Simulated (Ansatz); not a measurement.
The reference is WS2 (space group P6_3/mmc, No. 194; a = 3.1147 Å, c = 11.7724 Å; layered, stacked along the Cartesian z axis). Axes: x lies along a and z along c of the hexagonal cell.

Method: PBEsol-D3(BJ) (Ansatz, an electronic-structure program; PAW; 420 eV plane waves; without spin-orbit coupling).

For the base:

```
Property                                       Value
-----------------------------  ---------------------
Valence-band top at Γ          0.00, -1.26, -1.60 eV
Shortest interatomic distance                2.389 Å
```

Perturbation: the cell is stretched by 3.00 % along x with no lateral relaxation; the atoms relax in the strained cell.

Question: What does the calculation give for the valence-band top at Γ and shortest interatomic distance after the change?

Answer: The valence-band top at Γ (three highest levels, from the VBM) goes from 0.00, -1.26, -1.60 eV to 0.00, -1.23, -1.43 eV; the shortest interatomic distance decreases by 0.003 Å (2.389 Å → 2.386 Å).

Spin-orbit coupling, missing from the scalar runs, can matter with W. The levels and masses belong to the bands next to the band gap. No phonon test of stability was made.
